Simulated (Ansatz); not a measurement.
# NbAs (model structure, from the NbAs type, I4₁md, No. 109): lattice parameter a by level of theory

No measured value is used here.

```csv
level (code),value (Å)
PBE (Ansatz),…
PBEsol (Ansatz),3.440
PBE-D3(BJ) (Ansatz),3.440
```

Q: Fill in the missing entries.

A: 
- PBE (Ansatz, an electronic-structure program), value (Å): 3.474

Ansatz's density-functional and Hartree–Fock values are scalar-relativistic unless marked +SOC, with PAW data made under PBE.

A model structure was made by putting elements into a prototype or built by hand; it is no filed structure, need not be a known phase, and can be a saddle point held by its symmetry.
